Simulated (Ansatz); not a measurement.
Fermi-surface figures of metals: Hf (P6_3/mmc) under several functionals (Ansatz, a quantum-chemistry and plane-wave program, without spin-orbit coupling). The PBE cell:

```xyz
2
Lattice="3.2031 0.0000 0.0000 -1.6016 2.7740 0.0000 0.0000 0.0000 5.0755" Properties=species:S:1:pos:R:3 pbc="T T T"
Hf     0.0000     1.8493     1.2689
Hf     1.6016     0.9247     3.8066
```

| Functional | cell relaxed with | volume (Å³/atom) | density of states at the Fermi level per atom | Drude plasma energy | root-mean-square Fermi velocity |
|---|---|---|---|---|---|
| PBE | PBE | 22.55 | 0.70 states/eV | 4.1 eV | 4.6 ×10⁵ m/s |
| PBEsol | PBEsol | 21.61 | 0.69 states/eV | 4.2 eV | 4.6 ×10⁵ m/s |

For the density of states at the Fermi level per atom, PBE gives 0.70 states/eV and PBEsol 0.69 states/eV: the two agree within 2 %.

The PBE and PBEsol rows stand on cells whose volumes differ by 4.4 %, so the difference holds the effect of the cell as well as that of the functional.

Metals at this level; values at 300 K, both spins, means over directions. As a rough test of the mesh, the Fermi surface's area from every second k point differs by up to 6 %. Spin-orbit coupling is left out.
